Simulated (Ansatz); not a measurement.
Start from SnTe in the rock salt structure (space group Fm-3m, No. 225; a = 6.289 Å).

One thing is altered: a negative pressure, −2 GPa.

Levels (all Ansatz, a quantum-chemistry and plane-wave program, PAW): PBEsol (420 eV, no spin-orbit coupling); r2SCAN (500 eV, without spin-orbit coupling); HSE06 (420 eV, no spin-orbit coupling).

One geometry, relaxed with PBEsol, under each level:

| level | band gap | electron mass | pressure |
|---|---|---|---|
| PBEsol | zero | – | -2.0 GPa |
| r2SCAN | 0.16 eV | 0.075 mₑ along k, 0.14 mₑ across (at L) | -0.4 GPa |
| HSE06 | ? | – | – |

**Question.** Give the withheld HSE06 results.

**Answer.** 
- HSE06, band gap: 0.27 eV

Single points use the geometry relaxed with PBEsol. Their cutoffs differ, which shifts pressures a little. HSE06 gaps are upper bounds (no full band path). Spin-orbit coupling, missing from the scalar runs, can matter with Te. Load acts through the strain it causes; cell and atoms are relaxed under it. Masses are band curvatures over ±0.01 Å⁻¹ around the edge. Along k means along the line from Γ to the band edge. Whether these cells are dynamically stable was not tested. All final runs are without spin polarisation. Gaps under 0.05 eV, about the width of the smearing, are given as zero. The zero or small gap of SnTe can change with the level of theory.
